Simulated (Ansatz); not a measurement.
Functionals compared on the (311) surface of bcc Nb in its 1x1 cell, outermost plane spacing 0.50 Å in the ideal cut, in Ansatz (plane waves, PAW). The structure was relaxed with PBE; the other rows are single points on it, each with its references at the same level. Cutoff 420 eV (500 eV for r2SCAN).

Model: 22-atom slab, 10.5 Å thick at the start (thin: gaps and levels are the slab's own), 9x5x1 mesh, Fermi-Dirac 0.1 eV, dipole correction, all atoms relaxed; held to the part of the start's symmetry that mesh and held atoms allow; no spin, no spin-orbit, no U. These notes are the PBE run's.

```json
[
 {"functional": "PBE", "surface energy (J/m²)": "2.41", "work function of the top face (eV)": "3.67", "rough cost of the single point": "–"},
 {"functional": "LDA", "surface energy (J/m²)": "2.75", "work function of the top face (eV)": "3.95", "rough cost of the single point": "very roughly 6 core-minutes"},
 {"functional": "PBEsol", "surface energy (J/m²)": "2.67", "work function of the top face (eV)": "3.76", "rough cost of the single point": "around 6 core-minutes (rough)"},
 {"functional": "RPBE", "surface energy (J/m²)": "(withheld)", "work function of the top face (eV)": "(withheld)", "rough cost of the single point": "about 6 core-minutes (a rough figure)"},
 {"functional": "r2SCAN", "surface energy (J/m²)": "2.55", "work function of the top face (eV)": "3.64", "rough cost of the single point": "very roughly 14 core-minutes"}
]
```

Fill in the missing entries.


- RPBE, surface energy (J/m²): 2.24
- RPBE, work function of the top face (eV): 3.52

Ansatz is a quantum-chemistry and plane-wave program.
